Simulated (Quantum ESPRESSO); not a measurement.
## A series of runs on Li3Pt (Fm-3m, 4 atoms in the cell)

```
Li3Pt
1.0
    0.00000     2.94846     2.94846
    2.94846     0.00000     2.94846
    2.94846     2.94846     0.00000
Li Pt
3 1
Direct
  0.25000   0.25000   0.25000
  0.75000   0.75000   0.75000
  0.50000   0.50000   0.50000
  0.00000   0.00000   0.00000
```

Base run A: PBEsol, SSSP 1.1.2 efficiency (PBE) pseudopotentials (Quantum ESPRESSO), self-consistent single point.

Its settings: ecutwfc = 40 Ry; ecutrho = 320 Ry; occupations = smearing; smearing = methfessel-paxton; degauss = 0.0147 Ry; input_dft = pbesol; potentials = {Li: li_pbe_v1.4.uspp.F.UPF, Pt: pt_pbe_v1.4.uspp.F.UPF}; K_POINTS = automatic 7 7 7 1 1 1; conv_thr = 1e-09 Ry; mixing_beta = 0.4.

The starting cell comes from a database of computed structures (which also holds hypothetical and non-ambient phases and stackings), without a prior relaxation at this level. Its lattice was rescaled by a random factor within 2.5 % of one. Spin polarisation is off.

A dash stands where there is no value to compare (another energy zero or no entropy term, no result, no spin, no clean gap, or a mesh too coarse for one). 

Run A gave: pressure (GPa) 2.75.

Runs:
- B: vdw_corr: default → grimme-d3; dftd3_version: default → 3; dftd3_threebody: default → false [PBEsol-D3(0)]
- C: vdw_corr: default → grimme-d3; dftd3_version: default → 4; dftd3_threebody: default → false [PBEsol-D3(BJ)]
- D: vdw_corr: default → grimme-d3; dftd3_version: default → 4; dftd3_threebody: default → true [PBEsol-D3(BJ) with three-body term]

### Question
What does run D change against A?

### Answer
The pressure goes from 2.75 to -0.89 GPa.

### Question
What does run B change against A?

### Answer
The pressure goes from 2.75 to -1.52 GPa.

### Question
What does run C change against A?

### Answer
The pressure goes from 2.75 to -1.64 GPa.

```
run  pressure (GPa)  dispersion energy (eV/atom)
---  --------------  ---------------------------
A              2.75                            –
B             -1.52                       -0.229
C             -1.64                       -0.349
D             -0.89                       -0.318
```

Left out of this page: 1 run of the series held back from this collection.
